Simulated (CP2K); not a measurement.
Band structure of TiFeH₂ (Pmc2_1, 8 atoms in the cell).

```
CELL_PARAMETERS angstrom
      2.80811     0.00000     0.00000
      0.00000     4.73793     0.00000
      0.00000     0.00000     4.55451
ATOMIC_POSITIONS crystal
  Ti 0.50000 0.29982 0.28994
  Ti 0.50000 0.70018 0.78994
  Fe 0.00000 0.18703 0.78968
  Fe 0.00000 0.81297 0.28968
  H  0.50000 0.93246 0.44952
  H  0.50000 0.06754 0.94952
  H  0.00000 0.47856 0.55285
  H  0.00000 0.52144 0.05285
```

Level of theory: LDA (Pade form), GPW, DZVP-MOLOPT-SR-GTH basis, GTH-PADE potentials (GTH_POTENTIALS) (CP2K).

Settings: CUTOFF = 600 Ry; REL_CUTOFF = 40 Ry; SMEAR/METHOD = GAUSSIAN; SIGMA = 0.1 eV; KPOINTS/SCHEME = MONKHORST-PACK 8 5 5; GAMMA_CENTERED = T; XC_FUNCTIONAL = PADE; Ti/BASIS_SET = DZVP-MOLOPT-SR-GTH-q12; Ti/POTENTIAL = GTH-PADE-q12; Fe/BASIS_SET = DZVP-MOLOPT-SR-GTH-q16; Fe/POTENTIAL = GTH-PADE-q16; H/BASIS_SET = DZVP-MOLOPT-SR-GTH-q1; H/POTENTIAL = GTH-PADE-q1; METHOD = GPW.

The starting cell comes from a database of computed structures (which also holds hypothetical and non-ambient phases and stackings), without a prior relaxation at this level. Its lattice was rescaled by a random factor within 2.5 % of one. Spin polarisation is off. Values carry the incompleteness of an atom-centred basis.

Levels in eV from the Fermi level, bands 27 to 32:
```json
[
 {"point": "Γ", "27": "-0.93", "28": "-0.66", "29": "-0.59", "30": "-0.50", "31": "0.11", "32": "0.29"},
 {"point": "X", "27": "-1.31", "28": "-1.13", "29": "-0.42", "30": "-0.36", "31": "-0.14", "32": "0.39"},
 {"point": "S", "27": "-1.41", "28": "-1.41", "29": "-0.16", "30": "-0.16", "31": "0.61", "32": "0.61"},
 {"point": "Y", "27": "-0.80", "28": "-0.80", "29": "-0.45", "30": "-0.45", "31": "-0.16", "32": "-0.16"},
 {"point": "Z", "27": "-0.86", "28": "-0.52", "29": "-0.46", "30": "-0.40", "31": "-0.19", "32": "0.00"},
 {"point": "U", "27": "-1.24", "28": "-0.99", "29": "-0.62", "30": "0.15", "31": "0.51", "32": "0.68"},
 {"point": "R", "27": "-1.26", "28": "-1.26", "29": "-0.31", "30": "-0.31", "31": "0.66", "32": "0.66"},
 {"point": "T", "27": "-0.81", "28": "-0.81", "29": "-0.79", "30": "-0.79", "31": "-0.29", "32": "-0.29"}
]
```

Bands cross the Fermi level along this path, so the cell is metallic at this level.

Higher empty bands are left out: an atom-centred basis made for the valence describes them poorly.
